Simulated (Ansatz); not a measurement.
The starting structures come from a database of crystals and need not be the phases stable at ambient conditions.

The decay constant κ of evanescent states in the gap governs leakage through a thin film.

Data:

```
AlTaO4
1.0
    3.77891     0.00000     0.00000
    1.88946     6.06761     0.00000
    0.00000     1.96594     6.15532
Ta Al O
2 2 8
Direct
  0.10581   0.78838   0.23350
  0.89419   0.21162   0.76650
  0.20092   0.59816   0.82105
  0.79908   0.40184   0.17895
  0.64204   0.71592   0.20247
  0.35796   0.28408   0.79753
  0.05781   0.88438   0.86483
  0.94219   0.11562   0.13517
  0.85870   0.28260   0.47329
  0.14130   0.71740   0.52671
  0.73744   0.52512   0.85809
  0.26256   0.47488   0.14191
```

Space group of this cell: C2/m. The cell is taken as given.

Transport runs along the normal of the first two printed cell vectors.

The gap is the functional's own. No spin-orbit coupling. Mid-gap values are interpolated on the energy grid.

State the band gap and the smallest decay constant κ at mid-gap according to PBEsol (Ansatz, a program for electronic structure).

Gap 4.12 eV on a 8×8×6 mesh; κ = 0.415 1/Å, at (0.000, 0.167) of the in-plane reciprocal vectors. At the zone centre, at the nearest computed energy, the slowest state has κ = 0.43 1/Å.
